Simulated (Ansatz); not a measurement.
The parent structure is SrTe in the rock salt structure (space group Fm-3m, No. 225; a = 6.6067 Å). Axes: x, y, z lie along the cube axes.

All numbers come from Kohn–Sham DFT with the PBEsol functional, run in Ansatz (a quantum-chemistry and plane-wave program) with PAW and 420 eV plane waves, no spin-orbit coupling.

Before the change:

| Quantity | Value |
|---|---|
| Band gap | 1.57 eV |
| Electron mass | 1.3 mₑ along k, 0.24 mₑ across (at X) |

Now apply this change: uniaxial stress, 3 GPa compression along z; all other stress components relax to zero.

Task: Predict the new mean lateral Poisson ratio, secant Young's modulus along z, band gap and electron mass.

Result: The mean lateral Poisson ratio comes out as 0.11; the secant Young's modulus along z comes out as 100 GPa; the band gap falls by 0.11 eV, from 1.57 eV to 1.46 eV; the electron mass goes from 1.3 mₑ along k, 0.24 mₑ across (at X) to 1.2 mₑ along k, 0.24 mₑ across (at X).

With Te present, leaving out spin-orbit coupling can change the band edges. Load acts through the strain it causes; cell and atoms are relaxed under it. Effective masses come from finite differences of ±0.01 Å⁻¹. Along k means along the line from Γ to the band edge. Stability under load was not tested beyond the relaxation.
